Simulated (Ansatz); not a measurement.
# SnS2 (Fd-3m, No. 227, 12 atoms in the cell; start mp-1095397; a measured phase of this formula has another space group)

All values below come from HSE06 in Ansatz (plane waves, PAW).

Numerical settings: plane-wave cutoff 460 eV, 4×4×4 k mesh, Fermi–Dirac smearing 0.01 eV, scalar-relativistic PAW data made under PBE.

Cell (relaxed with PBEsol):

```cif
data_S8Sn4
_chemical_formula_sum 'Sn4 S8'
_space_group_name_H-M_alt 'P 1'
_space_group_IT_number 1
_cell_length_a 7.32413
_cell_length_b 7.32413
_cell_length_c 7.32413
_cell_angle_alpha 60.000
_cell_angle_beta 60.000
_cell_angle_gamma 60.000
loop_
_space_group_symop_operation_xyz
  'x, y, z'
loop_
_atom_site_label
_atom_site_type_symbol
_atom_site_fract_x
_atom_site_fract_y
_atom_site_fract_z
_atom_site_occupancy
Sn1 Sn 0.62500 0.12500 0.12500 1
Sn2 Sn 0.12500 0.12500 0.62500 1
Sn3 Sn 0.12500 0.62500 0.12500 1
Sn4 Sn 0.12500 0.12500 0.12500 1
S1 S 0.37005 0.87665 0.87665 1
S2 S 0.37335 0.37335 0.87995 1
S3 S 0.87665 0.37005 0.87665 1
S4 S 0.37335 0.37335 0.37335 1
S5 S 0.87665 0.87665 0.87665 1
S6 S 0.37335 0.87995 0.37335 1
S7 S 0.87665 0.87665 0.37005 1
S8 S 0.87995 0.37335 0.37335 1
```

| Quantity | Value |
|---|---|
| band gap | 1.99 eV |
| smallest direct gap on the k points sampled | 2.14 eV |

Note: cell and atoms aren't relaxed at this level (pressure -0.2 GPa).

Spin–orbit coupling is not included.

The computed numbers hold no vibrational or temperature effects.

Cost on a shared machine: very roughly 4 core-minutes.

A start named mp-… is a Materials Project structure, which need not be a measured phase.

Ansatz is a quantum-chemistry and plane-wave program.
